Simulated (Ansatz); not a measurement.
**BaZrS3 (Pnma, No. 62; cell taken from a computed entry)**

These are PBE (PAW; Ansatz, an electronic-structure program) values and carry that method's errors.

Numerical settings: plane-wave cutoff 520 eV, 6×4×6 k mesh (along the axes of the cell as run), Fermi–Dirac smearing 0.01 eV, scalar-relativistic PAW data made under PBE.

Cell (relaxed with PBEsol):

BaZrS$_{3}$ is taken in the orthorhombic space group Pnma (No. 62), Pearson symbol oP20. Lattice parameters: a = 7.0730 Å, b = 9.9111 Å, c = 6.9218 Å, α = 90.00°, β = 90.00°, γ = 90.00°. Ba on 4c is surrounded by 12 S at 3.123–4.289 Å. Zr on 4b is coordinated by 6 S at 2.519–2.538 Å (octahedral). S1 on 4c has 2 Zr at 2.519 Å and 2 Ba at 3.123–3.158 Å and 2 Ba at 3.851–3.997 Å. S2 on 8d is surrounded by 2 Zr at 2.526–2.538 Å and 1 Ba at 3.136 Å and 2 Ba at 3.341–3.381 Å and 1 Ba at 4.289 Å. (Neighbours: up to the widest gap in distance over summed covalent radii, below 1.35, at either atom; cation-cation and far metal-metal contacts left out.)

| Item | Result |
|---|---|
| band gap | 1.01 eV |

Note: cell and atoms aren't relaxed at this level (pressure 3.1 GPa).

Spin–orbit coupling is not included.

The computed numbers hold no vibrational or temperature effects.

It cost very roughly 17 core-minutes of CPU time.
